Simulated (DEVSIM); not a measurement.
Structure: abrupt Si n-p junction, at 400 K.

```
layer (left to right)  material  thickness (μm)  Nd (cm⁻³)  Na (cm⁻³)  τn (s)  τp (s)
---------------------  --------  --------------  ---------  ---------  ------  ------
1                            Si            4.00     3.2e17          -  1.6e-7  1.6e-7
2                            Si             130          -     1.9e17  1.6e-7  1.6e-7
```

Left contact: ohmic. Right contact: ohmic. Voltage is applied to the left contact. Recombination: SRH at mid-gap, radiative. Mobility is μmin + (μ − μmin)/(1 + (N/Nref)^α).

This is a model device: material constants are rounded textbook-type values typed into the input, and sizes, dopings and lifetimes were drawn at random. Values at 300 K; Nc and Nv go as T^1.5, mobilities as T to minus their exponent, the gap by Varshni's rule with the affinity fixed.

| parameter | Si |
|---|---|
| gap (eV) | 1.124 |
| affinity (eV) | 4.05 |
| permittivity | 11.7 |
| Nc (cm⁻³) | 2.86e19 |
| Nv (cm⁻³) | 3.1e19 |
| μn (cm²/Vs) | 1417 |
| μp (cm²/Vs) | 470 |
| μn,min | 52 |
| μp,min | 45 |
| Nref,n | 9.7e16 |
| Nref,p | 2.2e17 |
| αn | 0.68 |
| αp | 0.72 |
| T exponent of μn | 2.3 |
| T exponent of μp | 2.2 |
| B (cm³/s) | 4.7e-15 |
| Varshni α (eV/K) | 0.000473 |
| Varshni β (K) | 636 |

DEVSIM, 1D drift-diffusion, Boltzmann statistics, complete ionisation; no tunnelling, impact ionisation, image-force lowering or self-heating.

The minority lifetime in layer 2 was swept, all else fixed.

```csv
minority lifetime in layer 2 (s),dark forward voltage at 100 A/cm² (V),dark forward voltage at 1 A/cm² (V)
4.8e-9,0.911,0.465
1.6e-8,0.917,0.482
4.8e-8,0.921,0.496
1.6e-7,0.919,0.509
4.8e-7,0.904,0.518
1.6e-6,0.878,0.524
4.8e-6,0.859,0.528
```

From the first row to the last the dark forward voltage at 100 A/cm² goes from 0.911 to 0.859. From the first row to the last the dark forward voltage at 1 A/cm² goes from 0.465 to 0.528.
